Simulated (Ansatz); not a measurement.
Here is the system:

End structure of a constructed model of the (100) surface of fcc Rh, a layer of Nb in place of the second plane (bottom of the slab: a bare face, its two planes held):

```
CELL_PARAMETERS angstrom
      2.70822     0.00000     0.00000
      0.00000     2.70822     0.00000
      0.00000     0.00000    26.00000
ATOMIC_POSITIONS crystal
  Rh 0.50000 0.50000 0.31079
  Rh 0.00000 0.00000 0.38444
  Rh 0.50000 0.50000 0.45731
  Rh 0.00000 0.00000 0.53301
  Nb 0.50000 0.50000 0.61094
  Rh 0.00000 0.00000 0.68535
```

Model: 6-atom slab, 9.8 Å thick at the start (thin: gaps and levels are the slab's own), 14x14x1 mesh, Fermi-Dirac 0.1 eV, dipole correction, 2 atoms held, the rest relaxed; start symmetry kept, larger cells not searched; no spin, no spin-orbit, no U. It is one candidate, not shown to be the stable structure of the face.

Estimate the work function of the top face that PBE (Ansatz, a program for electronic structure) returns for this input.

4.38 eV
